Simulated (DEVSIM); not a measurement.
Device: abrupt Si n-p junction, at 400 K.

Layer 1 from the left is Si, thickness (μm) 6.10, Nd (cm⁻³) 9.9e15, τn (s) 0.00024, τp (s) 0.00024. Layer 2 from the left is Si, thickness (μm) 0.640, Na (cm⁻³) 2.7e16, τn (s) 0.00024, τp (s) 0.00024.

Left contact: ohmic. Right contact: ohmic. Voltage is applied to the left contact. Recombination: SRH at mid-gap. Mobility is μmin + (μ − μmin)/(1 + (N/Nref)^α).

The device is made up for the run: typed textbook-type constants, with dimensions and the other settings drawn at random. Values at 300 K; Nc and Nv go as T^1.5, mobilities as T to minus their exponent, the gap by Varshni's rule with the affinity fixed.

Si: gap (eV) 1.124, affinity (eV) 4.05, permittivity 11.7, Nc (cm⁻³) 2.86e19, Nv (cm⁻³) 3.1e19, μn (cm²/Vs) 1417, μp (cm²/Vs) 470, μn,min 52, μp,min 45, Nref,n 9.7e16, Nref,p 2.2e17, αn 0.68, αp 0.72, T exponent of μn 2.3, T exponent of μp 2.2, Varshni α (eV/K) 0.000473, Varshni β (K) 636.

Simulated with DEVSIM: 1D drift-diffusion, Boltzmann statistics, complete ionisation; no tunnelling, impact ionisation, image-force lowering or self-heating.

Dark forward current:

| |V| (V) | |J| (A/cm²) |
|---|---|
| 0.05 | 0.0002246 |
| 0.10 | 0.001174 |
| 0.15 | 0.005192 |
| 0.20 | 0.02218 |
| 0.25 | 0.09387 |
| 0.30 | 0.3948 |
| 0.35 | 1.633 |
| 0.40 | 6.386 |
| 0.45 | 21.50 |
| 0.50 | 56.87 |
| 0.55 | 119.7 |
| 0.60 | 213.5 |
| 0.65 | 340.6 |
| 0.70 | 502.2 |
| 0.75 | 699.2 |
| 0.80 | 932.2 |
| 0.85 | 1201 |
| 0.90 | 1507 |
| 0.95 | 1849 |
| 1.00 | 2227 |

Q: Work out the local ideality factor n = ΔV / (kT/q · ln(J2/J1)) between the rows 0.15 and 0.20 V, 0.95 and 1.00 V.

A: kT/q = 34.47 mV. From 0.15 to 0.20 V: ln(0.02218/0.005192) = 1.452, n = 1.00, near the 1 of diffusion or emission over a barrier. From 0.95 to 1.00 V: ln(2227/1849) = 0.186, n = 7.80.

Q: Estimate the current at 0.25 V from the Shockley equation with J0 = Σ q ni² D/(N L) coth(W/L), τ joining the SRH, radiative and Auger lifetimes that are on, and W taken as the whole layer.

A: ni² = 3.22e25 cm⁻⁶; holes in the n layer: μ = 228 cm²/Vs, D = 7.85 cm²/s, τ = 0.000240 s, L = 434 μm, W/L = 0.014, term 6.71e-6 A/cm²; electrons in the p layer: μ = 523 cm²/Vs, D = 18.0 cm²/s, τ = 0.000240 s, L = 658 μm, W/L = 0.00097, term 5.39e-5 A/cm². J0 = 6.06e-5 A/cm², and J = J0 exp(qV/kT) = 0.0856 A/cm². The simulation gives 0.0939 A/cm²; the estimate lies 8.8 % below. The estimate leaves out recombination in the depletion region and that region's share of W.
